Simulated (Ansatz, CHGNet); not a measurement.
For TiC (model structure, started from the NbAs type, I4₁md, No. 109, 4 atoms in the cell), the machine-learned potential CHGNet 0.3.0 (trained on PBE and PBE+U data) gives:

- lattice constant a = 2.837 Å
- lattice parameter c = 10.573 Å

What does r²SCAN+rVV10 in Ansatz (plane waves, PAW) give for the same quantities?


- lattice constant a: 2.820 Å (shrinks by 0.6 %)
- lattice parameter c: 10.621 Å (grows by 0.5 %)

Changes are worked out from the printed values.

Unless a cell is named, each level is at its own relaxed cell (CHGNet 0.3.0 10.64, r²SCAN+rVV10 10.56 Å³/atom).

Caveats: the cell moved over 20 % in volume from its start (CHGNet 0.3.0). Ansatz's density-functional and Hartree–Fock values are scalar-relativistic unless marked +SOC, with PAW data made under PBE.

A model structure was made by putting elements into a prototype or built by hand; it is no filed structure, need not be a known phase, and can be a saddle point held by its symmetry.

Ansatz is an electronic-structure program.
